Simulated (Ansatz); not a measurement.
Base system: InP in the zinc blende structure (space group F-43m, No. 216; a = 5.878 Å).

Structures relaxed with Ansatz (a program for electronic structure), PBEsol, PAW, cutoff 420 eV, no spin-orbit coupling.

Base:

Simulated powder pattern, Mo Kα, λ = 0.71073 Å (kinematic, ideal powder, no thermal factors, no anomalous dispersion; the 10 strongest lines at most, above 2 %, up to 2θ = 40°):

```tsv
2θ (°)	I/Imax (%)	hkl
12.02	100	(111)
13.89	26	(200)
19.69	61	(220)
23.13	52	(311)
24.18	8.0	(222)
27.99	11	(400)
30.56	22	(331)
31.37	10	(420)
34.45	22	(422)
36.62	16	(333)
```

After one change:

Simulated powder pattern, Mo Kα, λ = 0.71073 Å (kinematic, ideal powder, no thermal factors, no anomalous dispersion; the 10 strongest lines at most, above 2 %, up to 2θ = 40°):

```json
[
 {"2θ (°)": "11.90", "I/Imax (%)": "100"},
 {"2θ (°)": "13.75", "I/Imax (%)": "26"},
 {"2θ (°)": "19.49", "I/Imax (%)": "61"},
 {"2θ (°)": "22.90", "I/Imax (%)": "52"},
 {"2θ (°)": "23.93", "I/Imax (%)": "8.0"},
 {"2θ (°)": "27.70", "I/Imax (%)": "11"},
 {"2θ (°)": "30.25", "I/Imax (%)": "22"},
 {"2θ (°)": "31.05", "I/Imax (%)": "11"},
 {"2θ (°)": "34.10", "I/Imax (%)": "22"},
 {"2θ (°)": "36.24", "I/Imax (%)": "16"}
]
```

Which change produced these results?
A. isotropic strain +1.00 %
B. isotropic strain +3.00 %
C. isotropic strain +1.50 %
D. isotropic strain −2.50 %

A, isotropic strain +1.00 %. Its volume per atom is 26.16 Å³ against 25.39 Å³, and its space group is F-43m (No. 216).

Stability against distortions was not tested.
